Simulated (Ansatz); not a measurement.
We consider rock-salt LuN, described by LDA (plane waves, PAW; Ansatz, a program for electronic structure).

Settings: plane-wave cutoff 520 eV, 20×20×20 k mesh, Fermi–Dirac smearing 0.05 eV, scalar-relativistic PAW data made under PBE.

Computed at the level's own relaxed cell.

Question: Estimate the volume per atom, bulk modulus B0, lattice parameter a and pressure derivative B′ of the bulk modulus that the calculation returns.

Answer: 
* **volume per atom**: 12.62 Å³/atom
* **bulk modulus B0**: 198 GPa
* **lattice parameter a**: 4.656 Å
* **pressure derivative B′ of the bulk modulus**: 4.0

The run finds no gap.

Note: the volume lies 7 % below that of the published cell.

Spin–orbit coupling is not included; it can open a gap where bands touch, and shift volumes and moduli.

Computed values are for the static lattice.
